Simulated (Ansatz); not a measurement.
```
C
1.0
    6.52394     0.00000     0.00000
   -3.26197     5.64990     0.00000
    0.00000     0.00000    21.50000
C
28
Direct
  0.19047   0.23811   0.41899
  0.33333   0.66667   0.41908
  0.47617   0.09525   0.41908
  0.61908   0.52383   0.41908
  0.76189   0.95235   0.41899
  0.90475   0.38092   0.41908
  0.04765   0.80953   0.41899
  0.23811   0.04765   0.41899
  0.38092   0.47617   0.41908
  0.52383   0.90475   0.41908
  0.66667   0.33333   0.41908
  0.80953   0.76189   0.41899
  0.95235   0.19047   0.41899
  0.09525   0.61908   0.41908
  0.38092   0.90475   0.58092
  0.23811   0.19047   0.58101
  0.52383   0.61908   0.58092
  0.80953   0.04765   0.58101
  0.66667   0.33333   0.58092
  0.95235   0.76189   0.58101
  0.09525   0.47617   0.58092
  0.33333   0.66667   0.58092
  0.19047   0.95235   0.58101
  0.47617   0.38092   0.58092
  0.76189   0.80953   0.58101
  0.61908   0.09525   0.58092
  0.90475   0.52383   0.58092
  0.04765   0.23811   0.58101
```

Calculation: PBE+D3(BJ) (plane waves to 420 eV, PAW; Ansatz, a quantum-chemistry and plane-wave program). Spin–orbit coupling is left out. Its k-point mesh 6×6×1, Fermi–Dirac width 0.05 eV. A dipole correction is on.

**Question.** Name the layers and their stacking, and give its binding.

**Answer.** 2 layers of graphene, twisted by 21.8°.
```
Property                                                               Result
-----------------------------------------------------------  ----------------
step of the vacuum level across the stack (top less bottom)           0.00 eV
interaction energy of the frozen layers                          -17.5 meV/Å²
interaction energy without the D3 term at this geometry           +3.9 meV/Å²
work functions of the lower and upper faces                  4.29 and 4.29 eV
```
